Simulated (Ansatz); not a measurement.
# Response to strain in CdS

Base system: CdS in the zinc blende structure (space group F-43m, No. 216; a = 5.757 Å). Axes: x, y, z lie along the cube axes.

Strains are applied to the cell and any free atomic positions relax.

The values are results of LDA, PAW, 420 eV (Ansatz, a program for electronic structure; without spin-orbit coupling), not measurements.

Notes on the quantities. energy relative to the base: free energy F; pressure: mean of the normal stresses, compression positive.

```csv
case,band gap,energy relative to the base,pressure,volume per atom
base,0.95 eV,0 meV/atom,0.00 GPa,23.85 Å³
tensor shear ε_xy = +1.14 %,0.90 eV,+1.1 meV/atom,-0.01 GPa,23.84 Å³
tensor shear ε_xy = +0.86 %,0.91 eV,+0.6 meV/atom,-0.01 GPa,23.84 Å³
tensor shear ε_xy = +1.71 %,0.87 eV,+2.4 meV/atom,-0.03 GPa,23.84 Å³
tensor shear ε_xy = +1.43 %,0.88 eV,+1.7 meV/atom,-0.02 GPa,23.84 Å³
tensor shear ε_xy = +2.00 %,0.85 eV,+3.3 meV/atom,-0.04 GPa,23.84 Å³
tensor shear ε_xy = +0.29 %,0.94 eV,+0.1 meV/atom,0.00 GPa,23.85 Å³
tensor shear ε_xy = +0.57 %,0.92 eV,+0.3 meV/atom,0.00 GPa,23.84 Å³
```

Stability against distortions was not tested.
